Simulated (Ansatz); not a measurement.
# CdS: response to strain

Consider CdS in the zinc blende structure (space group F-43m, No. 216).

```xyz
2
Lattice="0.0000 2.9388 2.9388 2.9388 0.0000 2.9388 2.9388 2.9388 0.0000" Properties=species:S:1:pos:R:3 pbc="T T T"
Cd     0.0000     0.0000     0.0000
S      1.4694     1.4694     1.4694
```

Cartesian axes are those of the cell as printed.

Strains are applied to the cell and any free atomic positions relax; under biaxial strain the out-of-plane vector relaxes too.

Method: DFT with r2SCAN, PAW potentials and a 500 eV plane-wave cutoff in Ansatz (a program for electronic structure), no spin-orbit coupling.

Notes on the quantities. in-plane stress: mean in-plane stress (compression positive).

```csv
change,band gap,ratio −ε⊥/ε∥,in-plane stress
base,1.54 eV,–,–
"biaxial strain +0.50 %, plane normal [001], relaxed out of plane",1.51 eV,–,-0.2 GPa
"biaxial strain +1.00 %, plane normal [001], relaxed out of plane",1.48 eV,1.50,-0.4 GPa
"biaxial strain +1.50 %, plane normal [001], relaxed out of plane",1.46 eV,1.52,-0.7 GPa
"biaxial strain +2.00 %, plane normal [001], relaxed out of plane",1.43 eV,1.53,-0.9 GPa
"biaxial strain +2.50 %, plane normal [001], relaxed out of plane",1.40 eV,1.54,-1.1 GPa
"biaxial strain +3.00 %, plane normal [001], relaxed out of plane",…,…,…
```

Problem. Some entries are withheld; estimate them.

Solution. 
- biaxial strain +3.00 %, plane normal [001], relaxed out of plane, band gap: 1.38 eV
- biaxial strain +3.00 %, plane normal [001], relaxed out of plane, ratio −ε⊥/ε∥: 1.56
- biaxial strain +3.00 %, plane normal [001], relaxed out of plane, in-plane stress: -1.2 GPa

Whether these cells are dynamically stable was not tested.
